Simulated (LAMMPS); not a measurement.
Simulation of a melt made from Al (fcc), 16384 atoms, at 1030 K and 0 GPa, brought to that temperature within a few picoseconds.

Level of theory: classical MD, pair style eam/alloy, file Al_zhou.eam.alloy, run in LAMMPS.

```csv
angle (°),"probability per degree, Al-Al-Al"
31.50,0.0000
34.50,0.0001
37.50,0.0008
40.50,0.0027
43.50,0.0058
46.50,0.0091
49.50,0.0115
52.50,0.0130
55.50,0.0130
58.50,0.0123
61.50,0.0112
64.50,0.0100
67.50,0.0089
70.50,0.0080
73.50,0.0076
76.50,0.0073
79.50,0.0073
82.50,0.0074
85.50,0.0077
88.50,0.0080
91.50,0.0086
94.50,0.0091
97.50,0.0096
100.5,0.0097
103.5,0.0098
106.5,0.0097
109.5,0.0096
112.5,0.0095
115.5,0.0089
118.5,0.0086
121.5,0.0081
124.5,0.0076
127.5,0.0073
130.5,0.0069
133.5,0.0066
136.5,0.0063
139.5,0.0059
142.5,0.0055
145.5,0.0052
148.5,0.0048
151.5,0.0044
154.5,0.0041
157.5,0.0037
160.5,0.0032
163.5,0.0027
166.5,0.0023
169.5,0.0018
172.5,0.0012
175.5,0.0007
178.5,0.0003
```

The data show:
- state found: liquid
- most common Al-Al-Al angle: in the 3° bin centred on 55.5° (mean of all 96°)
